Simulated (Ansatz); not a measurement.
Data:

```xyz
2
Lattice="2.8391 0.0000 0.0000 0.0000 2.8127 0.0000 0.0000 0.0000 4.0619" Properties=species:S:1:pos:R:3 pbc="T T T"
Al     1.4196     1.4063     2.0310
Ti     0.0000     0.0000     0.0000
```

No spin polarisation.

Method: r2SCAN in Ansatz (plane waves to 500 eV, PAW, no spin-orbit coupling), earlier PAW set. k-mesh 20×20×14 (Γ-centred); smearing 0.1 eV (Fermi–Dirac).

### Question
Predict the band gap and stress.

### Answer
The band gap comes out as zero and the stress (xx, yy, zz, yz, xz, xy; compression positive) is (-1.9, -0.6, -0.8, 0.0, 0.0, 0.0) GPa.

The cells carry an imposed strain or load. No phonon test of stability was made. All final runs are without spin polarisation. The cell was made from TiAl (space group P4/mmm, No. 123) by this change: uniaxial strain ε_xx = +0.94 %.

Ansatz is a program for electronic structure.
